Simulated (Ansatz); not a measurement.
**Ce under a change: pressure −1 GPa**

Base system: Ce in the fcc (Cu type) structure (space group Fm-3m, No. 225; a = 4.6644 Å).

Perturbation: hydrostatic tension (pressure −1 GPa).

The values are results of Ansatz (a program for electronic structure), r2SCAN, PAW, cutoff 500 eV, spin-orbit coupling left out, earlier PAW set, not measurements. Γ-centred 17×17×17 mesh, Fermi–Dirac width 0.05 eV.

The volume per atom goes up by 0.62 Å³ (25.37 Å³ → 25.99 Å³) and the density decreases by 0.22 g/cm³, from 9.17 g/cm³ to 8.95 g/cm³. The lattice parameter a goes up by 0.0714 bohr to 8.886 bohr and the shortest interatomic distance rises by 0.0505 bohr, from 6.233 bohr to 6.283 bohr. The band gap stays zero.

Final structure:

```xyz
1
Lattice="0.0000 2.3511 2.3511 2.3511 0.0000 2.3511 2.3511 2.3511 0.0000" Properties=species:S:1:pos:R:3 pbc="T T T"
Ce     0.0000     0.0000     0.0000
```

The 4f electrons are in the valence with no U and their state was not checked, so volumes and moments can be off. Load acts through the strain it causes; cell and atoms are relaxed under it. Stability against distortions was not tested. Starting moments died away, wholly or in part, for the base; another magnetic solution may exist. The final runs are not spin-polarised.
